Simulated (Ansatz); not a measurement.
Input:

```xyz
4
Lattice="4.3235 0.0000 0.0000 0.0000 6.1143 0.0000 0.0000 0.0000 18.0572" Properties=species:S:1:pos:R:3 pbc="T T T"
Cs     0.0000     1.5286     7.5671
Br     2.1617     4.5857     7.5401
Cs     0.0000     4.5857    10.4901
Br     2.1617     7.6429    10.5171
```

No spin polarisation.

Calculations: r2SCAN/PAW in Ansatz (a first-principles code), no SOC. Γ-centred 8×6×1 mesh, Fermi–Dirac width 0.05 eV. The cell is a slab with vacuum along z.

Q: Predict the valence-band top at Γ, band gap, gap character and layer's space group.

A: The valence-band top at Γ (three highest levels, from the VBM) is 0.00, 0.00, -0.23 eV and the band gap is 4.69 eV. The gap character is direct at Γ and the layer's space group (with vacuum) is Pmma (No. 51).

Whether these cells are dynamically stable was not tested. The cell was made from CsBr in the CsCl type structure (space group Pm-3m, No. 221) by this change: a free-standing slab of 2 layers (4 atoms, 2 a layer) is cut normal to [110], with 15 Å of vacuum and the in-plane cell held at bulk.
